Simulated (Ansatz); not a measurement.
## Point defect Si on the O site (Si_O) in alpha quartz

Method: PBE, PAW (plane waves to 420 eV; Ansatz, an electronic-structure program). The supercell holds 72 host sites (2×2×2 repeats of the unit cell), with a 2×2×2 Γ-centred k-point sampling for the final energies. Site at the start: the O site. Finite-size correction: monopole term and site-potential alignment. Dielectric constants: PBE linear response of the host. Host gap at this level: 5.68 eV. Finite-size and sampling errors can reach tenths of an eV here. Levels are measured in PBE's own, too narrow, gap. Spin–orbit coupling is left out. Each state is the lowest found from its start.

Formation energies E_f are given with the Fermi level at the valence-band maximum. Chemical conditions: O-rich (Δμ(O) = 0.00 eV, Δμ(Si) = -8.33 eV; only phases computed here count, gases as isolated molecules at 0 K); Si-rich (Δμ(O) = -4.16 eV, Δμ(Si) = 0.00 eV; only phases computed here count, gases as isolated molecules at 0 K). Reference phases: O: O2 molecule in a box, Si: silicon.

In at least one state atoms left their starting sites on relaxation (a large move, or an atom on the emptied site), so the name describes the start.

| charge | moment (μB) | point group | largest move off a lattice site (Å) | image correction with alignment (eV) | E_f, O-rich (eV) | E_f, Si-rich (eV) | above the lowest spin state (eV) |
|---|---|---|---|---|---|---|---|
| +4† | not spin-polarised | – | 1.95 | 5.32 | – | – | 0.00 |
| +3† | 1.0 | – | 1.55 | 3.04 | – | – | 0.00 |
| +2† | not spin-polarised | – | 1.59 | 1.32 | – | – | 0.00 |
| +1† | 1.0 | – | 1.52 | 0.33 | – | – | 0.00 |
| 0 | not spin-polarised | C1 | 0.96 | 0.00 | 16.65 | 4.16 | 0.00 |
| 0 | 2.0 | C1 | 0.78 | 0.00 | 17.00 | 4.50 | 0.34 |

† Not settled in this cell, so no level is given: charge +4: a large or scattered potential alignment, level within 0.1 eV of a band edge or past it; charge +3: a large or scattered potential alignment; charge +2: a large or scattered potential alignment; charge +1: a large or scattered potential alignment.

Point groups are those of the whole cell at tolerances of 0.03 and 0.1 Å ("near" where only the looser one holds); none is given for unsettled states.

Flagged in the runs: a doubtful potential alignment, a host whose relaxation on this sampling wasn't shown to rest, a strain field that reaches the edge of the cell.

All states together cost roughly 7 core-hours.
